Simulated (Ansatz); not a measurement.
Terminations of the (001) surface of zinc-blende ZnS, measured from the surface '(2x1) S dimers'. Atoms come from or go to: S: ⅛ S8(g), Zn: hcp Zn. ΔE is the energy of forming the row's surface from that one (negative: more stable at these reservoirs); the vacuum level's shift is aligned on the shared bottom. No zero-point or thermal terms. These are constructed structures in small cells; real faces may alloy, dewet or reconstruct in larger ones, and not all known structures of the face are among them. Slabs of about 12 Å with all that they carry, Fermi-Dirac smearing of 0.025 eV. Bottom of the slabs: anion dimers. Relaxed from the named starts with such symmetry as they have, on meshes of like density; energies extrapolated to zero smearing; no spin-orbit coupling, no U. Spin-polarised runs, if any, are marked in brackets, and their order is one that fits the cell; the others ran without spin. A dash marks a value that is undefined for that row (no clear gap, or no work function of a gapped slab) or was not read reliably on its mesh.

All values below come from PBE (plane waves to 420 eV, PAW; Ansatz, an electronic-structure program).

| surface | atoms added per 1x1 | ΔE per 1x1 (eV) | shift of the vacuum level (eV) |
|---|---|---|---|
| relaxed from the ideal S plane | none | 0.95 | 1.13 |
| half plane of Zn, rows along [-110] (4 S–Zn bonds formed) | +0.5 Zn | -0.31 | -0.42 |
| (2x1) S dimers | none | 0.00 | 0.00 |
| half plane of Zn, rows along [110] | +0.5 Zn | … | -0.51 |
| c(2x2) half plane of Zn | +0.5 Zn | … | -0.69 |
| c(2x2) half plane of S | -0.5 S | 0.40 | 0.96 |
| full plane of Zn dimers | +1 Zn | … | -1.08 |

**Question.** Complete the blanks.

**Answer.** 
- half plane of Zn, rows along [110], ΔE per 1x1 (eV): -0.66
- c(2x2) half plane of Zn, ΔE per 1x1 (eV): -0.68
- full plane of Zn dimers, ΔE per 1x1 (eV): -0.46
